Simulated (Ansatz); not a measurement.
Take Nb in the bcc (W type) structure (space group Im-3m, No. 229; a = 3.273 Å; relaxed with 0.1 eV smearing) as the base. Axes: x, y, z lie along the cube axes.

Calculations: PBEsol, PAW, 420 eV (Ansatz, a quantum-chemistry and plane-wave program; without spin-orbit coupling).

The change: the cell is scaled by 0.9900 in all directions, atoms relaxed at fixed cell.

### Question
Predict the stress tensor and what it implies for the stiffness.

### Answer
Stress of the strained cell less that of the base (GPa, compression positive):
```
    5.8     0.0     0.0
    0.0     5.8     0.0
    0.0     0.0     5.8
```

Then B = −ΔP/(ΔV/V₀) with ΔV/V₀ = -0.0297 gives secant stiffness values (nonlinear terms included at this strain): B ≈ 194 GPa.

As a check, the harmonic strain energy −½ V₀ Δσ:ε is 9.4 meV/atom; the computed energy rise is 9.1 meV/atom.

No phonon test of stability was made. The final runs are not spin-polarised.
